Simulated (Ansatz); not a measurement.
## What isotropic strain +0.38 % does to ZrRu

Start from ZrRu in the CsCl type structure (space group Pm-3m, No. 221; a = 3.2319 Å; relaxed with 0.1 eV smearing).

It is then changed as follows: every lattice vector is stretched by 0.38 %; the atoms relax in the strained cell.

Calculations: PBEsol (Ansatz, a quantum-chemistry and plane-wave program), no SOC. Settings: 18×18×18 k-points, 0.1 eV Fermi–Dirac smearing.

The volume per atom grows by 0.19 Å³ (16.88 Å³ → 17.07 Å³) and the space group is still Pm-3m (No. 221). The energy rises by 1.3 meV/atom and the pressure goes from zero to -2.2 GPa. The band gap remains zero.

Final structure:

```
CELL_PARAMETERS angstrom
      3.24422     0.00000     0.00000
      0.00000     3.24422     0.00000
      0.00000     0.00000     3.24422
ATOMIC_POSITIONS crystal
  Zr 0.50000 0.50000 0.50000
  Ru 0.00000 0.00000 0.00000
```

Whether these cells are dynamically stable was not tested. The final runs are not spin-polarised.
